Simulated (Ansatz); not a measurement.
The parent structure is Mg2Ge in the anti-fluorite structure (space group Fm-3m, No. 225; a = 6.421 Å).

Method: plane-wave PAW DFT at the PBE level (Ansatz, a quantum-chemistry and plane-wave program, 420 eV), no spin-orbit coupling.

One change was made to it. Results:

The smallest direct gap goes up by 0.16 eV, from 0.95 eV to 1.11 eV; the hole mass (degenerate bands, along [100]) becomes 0.080, 0.34, 0.34 mₑ (at Γ) (base: 0.071, 0.35, 0.35 mₑ (at Γ)); the lattice parameter a drops by 0.060 Å, from 6.421 Å to 6.361 Å.

Question: Which of these changes matches the shifts?
A. pressure −1 GPa
B. pressure 1.5 GPa
C. pressure −2 GPa
D. pressure 3 GPa
E. pressure 0.7 GPa

Answer: B, pressure 1.5 GPa. For comparison, the smallest direct gap in the other runs: pressure −2 GPa gives 0.71 eV; pressure −1 GPa gives 0.83 eV; pressure 0.7 GPa gives 1.02 eV; pressure 3 GPa gives 1.25 eV.

Load acts through the strain it causes; cell and atoms are relaxed under it. Effective masses come from finite differences of ±0.01 Å⁻¹. Stability against distortions was not tested. A zero or small gap of Mg2Ge can be the functional's error rather than a property of the material.
